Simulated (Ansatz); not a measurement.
# HgS in the zinc blende structure (space group F-43m, No. 216)

Space group F-43m (No. 216); a = b = c = 5.992 Å, α = β = γ = 90.00°

```json
[
 {"atom": "S", "site": "4c", "symmetry": "-43m", "x": "0.2500", "y": "0.2500", "z": "0.2500"},
 {"atom": "Hg", "site": "4a", "symmetry": "-43m", "x": "0.0000", "y": "0.0000", "z": "0.0000"}
]
```
(The calculation used a cell of 2 atoms; values per cell refer to that cell.)

All numbers come from Kohn–Sham DFT with the PBE functional, run in Ansatz (a quantum-chemistry and plane-wave program) with PAW and 420 eV plane waves, without spin-orbit coupling. k-mesh 10×10×10 (Γ-centred); smearing 0.05 eV (Fermi–Dirac).

* **Volume per atom**: 26.89 Å³
* **Density**: 7.18 g/cm³
* **Band gap**: zero
* **Total energy**: -7357.905 eV/atom (σ→0; compares only within this code and set-up)

With Hg present, leaving out spin-orbit coupling can change the band edges. No phonon test of stability was made. All final runs are without spin polarisation. The zero or small gap of HgS can change with the level of theory.
